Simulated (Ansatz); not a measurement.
# Cu2Se: pressure series

The parent structure is Cu$_{2}$Se in the anti-fluorite structure (space group Fm-3m, No. 225; a = 5.7186 Å; a cell from a computed database, its experimental status unchecked).

Cell and atoms are relaxed at each pressure.

Computed with PBEsol (Ansatz, an electronic-structure program), without spin-orbit coupling.

Notes on the quantities. enthalpy: H = E + PV relative to the base's energy.

```tsv
case	lattice parameter a	enthalpy
base	5.719 Å	–
pressure −2 GPa	5.759 Å	-0.20 eV/atom
pressure −1 GPa	5.738 Å	-0.10 eV/atom
pressure 0.3 GPa	5.713 Å	+0.03 eV/atom
pressure 0.7 GPa	5.705 Å	+0.07 eV/atom
pressure 1.5 GPa	(withheld)	+0.14 eV/atom
pressure 3 GPa	(withheld)	+0.29 eV/atom
pressure 5 GPa	5.634 Å	+0.48 eV/atom
pressure 7.5 GPa	(withheld)	+0.71 eV/atom
pressure 10 GPa	5.565 Å	+0.93 eV/atom
```

Question: What belongs in the blanks?

Answer: 
- pressure 1.5 GPa, lattice parameter a: 5.691 Å
- pressure 3 GPa, lattice parameter a: 5.665 Å
- pressure 7.5 GPa, lattice parameter a: 5.597 Å

Load acts through the strain it causes; cell and atoms are relaxed under it. No phonon test of stability was made. Competing high-pressure phases were not computed. All final runs are without spin polarisation.
